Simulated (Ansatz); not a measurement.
Consider Te (space group P3_121, No. 152; a = 4.5209 Å, c = 5.9543 Å; made of chains).

Calculations: PBE in Ansatz (plane waves to 420 eV, PAW, no SOC).

Before the change:

Gap between the host's bands: 0.23 eV

Modification: 0.158 holes added to each cell, a density of 1.5×10^21 cm⁻³, with a uniform compensating background at fixed cell and a 300 K Fermi–Dirac width.

**Question.** Estimate the effect on the Fermi level from band edge and gap between the host's bands.

**Answer.** The Fermi level relative to the doped band's edge (positive inside the band; to 0.05 eV) comes out as +0.25 eV; the gap between the host's bands increases by 0.01 eV, from 0.23 eV to 0.24 eV.

Carriers are added with a uniform compensating background; total energy and stress of such cells depend on the potential's zero and are not compared; many-body gap narrowing is missing at this level. With Te present, leaving out spin-orbit coupling can change the band edges. Whether these cells are dynamically stable was not tested. No dispersion term is included, though the crystal is made of layers, chains or molecules, so its spacings can come out too wide. The zero or small gap of Te can change with the level of theory.

Ansatz is a first-principles code.
